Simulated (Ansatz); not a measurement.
How far PBE and PBEsol part for CoPtO2, Ir on a Co site

Base system: a 12-atom supercell of CoPtO₂ (space group R-3m, No. 166; a = 2.8537 Å, c = 17.9041 Å (hexagonal axes); non-magnetic) at its relaxed geometry.

(Cell as relaxed with PBE.)

Levels (all Ansatz, a quantum-chemistry and plane-wave program, PAW): PBE (420 eV, no spin-orbit coupling); PBEsol (420 eV, no spin-orbit coupling).

Each level relaxes its own structure.

Perturbation: one Co atom is replaced by Ir, atoms relaxed at fixed cell, starting from a slightly rattled geometry.

```tsv
quantity	PBE	PBEsol
pressure	15.7 GPa	18.0 GPa
largest displacement of a host atom from its site in the perfect cell	0.08 Å	0.09 Å
```

PBE's pressure lies 2.3 GPa below PBEsol's. Neither level is exact; PBEsol is the comparison here, not a measurement.

The cell is small, so the values are those of an ordered compound at a high defect concentration; dilute-limit values will differ. Starting moments died away, wholly or in part, for Ir on a Co site and the base; another magnetic solution may exist. No Hubbard U is applied and the magnetic state is the run's own (Co2IrPt3O6 without a net moment; CoPtO2 not spin-polarised; CoPtO2 non-magnetic); small cells can't hold the antiferromagnetic order that many such compounds have, so gaps and moments can be off. Spin-polarised in the final run: PBE Ir on a Co site and PBEsol Ir on a Co site; the other runs are not. An odd electron count without spin: CoPtO2.
